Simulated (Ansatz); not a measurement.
**GaSb in the zinc blende structure (space group F-43m, No. 216)**

GaSb is taken in the cubic space group F-43m (No. 216), the zinc blende structure, Pearson symbol cF8. Cell: a = b = c = 6.2134 Å, α = β = γ = 90.00°. Ga on 4a sees 4 Sb at 2.690 Å (tetrahedral). Sb on 4d is surrounded by 4 Ga at 2.690 Å (tetrahedral). (Neighbours: up to the widest gap in distance over summed covalent radii, below 1.35, at either atom; cation-cation and far metal-metal contacts left out.)
(The calculation used a cell of 2 atoms; values per cell refer to that cell.)

Method: Ansatz (a program for electronic structure) PBE, no SOC. k-mesh 13×13×13 (Γ-centred); smearing 0.05 eV (Fermi–Dirac).

| Property | Result |
|---|---|
| Volume per atom | 29.99 Å³ |
| Density | 5.30 g/cm³ |
| Band gap | zero |
| Total energy | -5133.920 eV/atom (σ→0; compares only within this code and set-up) |

Spin-orbit coupling, missing from the scalar runs, can matter with Sb. No phonon test of stability was made. The final runs are not spin-polarised. A zero or small gap of GaSb can be the functional's error rather than a property of the material.
